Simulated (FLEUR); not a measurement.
**A self-consistent single point of MnS (Fm-3m, 2 atoms in the cell) with FLEUR**

Method of the run: PBE, all-electron FLAPW (FLEUR), scalar-relativistic valence run with FLEUR.

This input was run:

Input of the input generator:

```
MnS
&input film=f /
-0.0000000000 4.6869932206 4.6869932206
4.6869932206 0.0000000000 4.6869932206
4.6869932206 4.6869932206 0.0000000000
1.0
1.0 1.0 1.0

2
16 0.0000000000 0.0000000000 0.0000000000 : 0.00
25 0.5000000000 0.5000000000 0.5000000000 : 4.00

&comp jspins=2 /
&kpt div1=9 div2=9 div3=9 /
&end /
```

```xml
<?xml version="1.0" encoding="UTF-8" standalone="no"?>
<fleurInput fleurInputVersion="0.39">
   <comment>
      MnS                                                                                                 
   </comment>
   <calculationSetup>
      <cutoffs Kmax="4.6" Gmax="18.4" GmaxXC="18.4" numbands="0"/>
      <scfLoop itmax="60" minDistance="0.00001" maxIterBroyd="25" imix="Anderson" alpha="0.05" precondParam="0.0" spinf="2.0"/>
      <coreElectrons ctail="T" frcor="F" kcrel="0" coretail_lmax="0"/>
      <xcFunctional name="pbe" relativisticCorrections="F"/>
      <magnetism jspins="2"/>
      <soc l_soc="F" theta="0.0" phi="0.0" spav="F"/>
      <expertModes spex="0" secvar="F"/>
      <geometryOptimization l_f="T" forcealpha="1.0" forcemix="BFGS" epsdisp="0.00001" epsforce="0.00001"/>
      <ldaU l_linMix="F" mixParam="0.05" spinf="1.0"/>
   </calculationSetup>
   <cell>
      <bzIntegration valenceElectrons="21.0" mode="gauss" fermiSmearingEnergy="0.00734986">
         <kPointListSelection listName="default-1"/>
         <!-- k-points included here -->
         <xi:include xmlns:xi="http://www.w3.org/2001/XInclude" href="kpts.xml"> </xi:include>
      </bzIntegration>
      <!-- symmetry operations included here -->
      <xi:include xmlns:xi="http://www.w3.org/2001/XInclude" href="sym.xml"> </xi:include>
      <bulkLattice scale="1.0">
         <bravaisMatrix>
            <row-1>    0.0000000000000000     4.6869932205999998     4.6869932205999998</row-1>
            <row-2>    4.6869932205999998     0.0000000000000000     4.6869932205999998</row-2>
            <row-3>    4.6869932205999998     4.6869932205999998     0.0000000000000000</row-3>
         </bravaisMatrix>
      </bulkLattice>
   </cell>
   <atomSpecies>
      <species name="Sulfur (S)" element="S" atomicNumber="16">
         <mtSphere radius="1.72" gridPoints="595" logIncrement="0.019"/>
         <atomicCutoffs lmax="8" lnonsphr="6"/>
         <electronConfig flipSpins="F">
            <coreConfig>(1s1/2) (2s1/2) (2p1/2) (2p3/2)</coreConfig>
            <valenceConfig>(3s1/2) (3p1/2) (3p3/2)</valenceConfig>
            <stateOccupation state="(3p1/2)" spinUp="0.6666666667" spinDown="0.6666666667"/>
            <stateOccupation state="(3p3/2)" spinUp="1.333333333" spinDown="1.333333333"/>
         </electronConfig>
         <energyParameters s="3" p="3" d="3" f="4"/>
      </species>
      <species name="Manganese 4.000" element="Mn" atomicNumber="25">
         <mtSphere radius="2.65" gridPoints="915" logIncrement="0.013"/>
         <atomicCutoffs lmax="10" lnonsphr="8"/>
         <electronConfig flipSpins="F">
            <coreConfig>(1s1/2) (2s1/2) (2p1/2) (2p3/2)</coreConfig>
            <valenceConfig>(3s1/2) (3p1/2) (3p3/2) (4s1/2) (3d3/2) (3d5/2)</valenceConfig>
            <stateOccupation state="(3d3/2)" spinUp="1.5" spinDown="0.5"/>
            <stateOccupation state="(3d5/2)" spinUp="3.0" spinDown="0.0"/>
         </electronConfig>
         <energyParameters s="4" p="4" d="3" f="4"/>
         <lo type="SCLO" l="0" n="3" eDeriv="0"/>
         <lo type="SCLO" l="1" n="3" eDeriv="0"/>
      </species>
   </atomSpecies>
   <atomGroups>
      <atomGroup species="Sulfur (S)">
         <relPos label="                   1">.0000000000 .0000000000 .0000000000</relPos>
         <force calculate="T" relaxXYZ="TTT"/>
      </atomGroup>
      <atomGroup species="Manganese 4.000">
         <relPos label="                   2">1.000/2.000 1.000/2.000 1.000/2.000</relPos>
         <force calculate="T" relaxXYZ="TTT"/>
      </atomGroup>
   </atomGroups>
   <output dos="F" band="F" slice="F">
      <checks vchk="F" cdinf="F"/>
      <bandDOS minEnergy="-.5*Htr" maxEnergy="0.5*Htr" sigma="0.015" storeEVData="T"/>
      <vacuumDOS vacdos="F" integ="F" star="F" nstars="0" locx1="0.0" locy1="0.0" locx2="0.0" locy2="0.0" nstm="0" tworkf="0.0"/>
      <unfoldingBand unfoldBand="F" supercellX="1" supercellY="1" supercellZ="1"/>
      <plotting iplot="0" polar="F">
         <plot TwoD="T" vec1="  1.0  0.0  0.0" vec2="  0.0  1.0  0.0" vec3="  0.0  0.0  1.0" zero="  0.0  0.0  0.0" file="plot"/>
      </plotting>
      <chargeDensitySlicing numkpt="0" minEigenval="0.0" maxEigenval="0.0" nnne="0" pallst="F"/>
      <specialOutput eonly="F"/>
      <magneticCircularDichroism mcd="F" energyLo="-10.0" energyUp="0.0"/>
   </output>
  <!-- We include the file relax.xml here to enable relaxations (see documentation) -->
  <xi:include xmlns:xi="http://www.w3.org/2001/XInclude" href="relax.xml"> <xi:fallback/> </xi:include>
</fleurInput>
```

Output (repeated stretches shortened):

```
      Welcome to FLEUR        (www.flapw.de)
      MaX-Release 8.1          (www.max-centre.eu)

 ========== k-point set info ==========
 Selected k-point list: default-1
 k-point list type: mesh
 9 x 9 x 9
 Number of k points: 35

 ------------Calculation Setup---------------------------
           1           5           7          35
 Number of basis functions:          359
 Iteration:     1   Distance:       6.99482327 me/bohr^3
 Iteration:     2   Distance:       6.55864455 me/bohr^3
 Iteration:     3   Distance:       3.31224287 me/bohr^3
 Iteration:     4   Distance:       1.87719873 me/bohr^3
 Iteration:     5   Distance:       1.76790771 me/bohr^3
 Iteration:     6   Distance:       0.35146581 me/bohr^3
   [... 8 lines left out ...]
 Iteration:    15   Distance:       0.00029164 me/bohr^3
 Iteration:    16   Distance:       0.00030821 me/bohr^3
 Iteration:    17   Distance:       0.00003896 me/bohr^3
 Iteration:    18   Distance:       0.00001375 me/bohr^3
 Iteration:    19   Distance:       0.00000586 me/bohr^3
 Run finished successfully
 Stop message:
   Structural relaxation: Done

[file out, last iteration]
             iter=     20
          p o t e n t i a l   g e n e r a t o r
[...]
          integral of pseudo charge density inside the slab=        0.000000   0.000000
     coulomb potential in the interstitial region:
          density-coulomb potential integrals
          total density-coulomb potenti    -2365.6210796215
          density-effective potential integrals for spin  1
          density-effective potential integrals for spin  2
          total density-effective poten   -2.4667996081E+03
          charge density-energy density integrals
          total charge density-energy d   -7.8072253750E+01
 Updated energy parameters for spin:           1
  Atom    1 3s branch from -7.22 to  1.56 htr. ; e_l = -0.3264
  Atom    1 3p branch from -5.18 to  2.16 htr. ; e_l = -0.1000
  Atom    1 3d branch from -9.99 to  2.62 htr. ; e_l =  0.1049
  Atom    1 4f branch from -9.99 to  6.09 htr. ; e_l =  0.2693
  Atom    2 4s branch from -2.63 to  1.26 htr. ; e_l =  0.2193
  Atom    2 4p branch from -1.47 to  1.73 htr. ; e_l =  0.3535
  Atom    2 3d branch from -9.99 to  0.34 htr. ; e_l =  0.2578
  Atom    2 4f branch from -9.99 to  2.74 htr. ; e_l =  0.6664
  Atom    2 3s branch from-26.75 to -2.63 htr. ; e_l(l -2.6295
  Atom    2 3p branch from-22.57 to -1.47 htr. ; e_l(l -1.4817
 Updated energy parameters for spin:           2
  Atom    1 3s branch from -7.21 to  1.57 htr. ; e_l = -0.3222
  Atom    1 3p branch from -5.18 to  2.16 htr. ; e_l = -0.0963
  Atom    1 3d branch from -9.99 to  2.62 htr. ; e_l =  0.1083
  Atom    1 4f branch from -9.99 to  6.09 htr. ; e_l =  0.2727
  Atom    2 4s branch from -2.47 to  1.37 htr. ; e_l =  0.2471
  Atom    2 4p branch from -1.32 to  1.84 htr. ; e_l =  0.3701
  Atom    2 3d branch from -9.99 to  0.49 htr. ; e_l =  0.3741
  Atom    2 4f branch from -9.99 to  2.85 htr. ; e_l =  0.6735
  Atom    2 3s branch from-26.69 to -2.47 htr. ; e_l(l -2.4771
  Atom    2 3p branch from-22.52 to -1.32 htr. ; e_l(l -1.3323
[...]
 fermi energy and band-weighting factors:
   [... lines left out ...]
          first approx. to ef    (T=0)  :   0.372770 htr   (energy of the highest occ. eigenvalue)
          total moment                 =     4.15195
 Direct bandgap for spin            1 :    3.0314246977909409E-002  Htr
 Direct bandgap for spin            2 :    5.6098121947332213E-003  Htr
   [... lines left out ...]
          charge density-ex.-corr.energ      -78.0722537497
          el.-nucl. inter. diff. m.t.        465.9123576109
          Madelung term for atom type:       -14.4155056764
          el.-nucl. inter. diff. m.t.       1383.5838289761
          Madelung term for atom type:        -7.3943644476
 ---->    total energy=                    -1557.8867367254 htr
 ---->    (input%tkb*entropy) TS=              0.0000000000 htr
 ---->    free energy=                     -1557.8867367254 htr
      extrapolation for T->0
 ---->    total electron energy=           -1557.8867367254 htr
SPIN-1 FORCE FOR ATOM TYPE=  1  X=  0.000   Y=  0.000   Z=  0.000      FX_SP = 0.000000 FY_SP = 0.000000 FZ_SP = 0.000000
SPIN-2 FORCE FOR ATOM TYPE=  1  X=  0.000   Y=  0.000   Z=  0.000      FX_SP = 0.000000 FY_SP = 0.000000 FZ_SP = 0.000000
SPIN-1 FORCE FOR ATOM TYPE=  2  X=  4.687   Y=  4.687   Z=  4.687      FX_SP = 0.000000 FY_SP = 0.000000 FZ_SP = 0.000000
SPIN-2 FORCE FOR ATOM TYPE=  2  X=  4.687   Y=  4.687   Z=  4.687      FX_SP = 0.000000 FY_SP = 0.000000 FZ_SP = 0.000000
 ***** TOTAL FORCES ON ATOMS *****
 TOTAL FORCE FOR ATOM TYPE=  1  X=  0.000   Y=  0.000   Z=  0.000
                       FX_TOT= 0.000000 FY_TOT= 0.000000 FZ_TOT= 0.000000
 TOTAL FORCE FOR ATOM TYPE=  2  X=  4.687   Y=  4.687   Z=  4.687
                       FX_TOT= 0.000000 FY_TOT= 0.000000 FZ_TOT= 0.000000
 Structural relaxation: Done
```

The run converged in 19 iterations. FLEUR gives forces in its relaxation mode, with a further iteration, so its stop message speaks of a relaxation.

The starting cell was generated: these elements placed on a structure prototype, without a prior relaxation; it need not be a known phase or ordering of this composition. Its lattice was rescaled by a random factor within 2.5 % of one. With one magnetic atom in the cell only a parallel order is possible. Values depend on the basis (sphere radii, cutoffs, local orbitals), which need not be converged. The log's line on a gap gives a spacing of levels on this mesh, which the program prints for metals too.

Cost on one core of a shared machine: roughly 2 min.
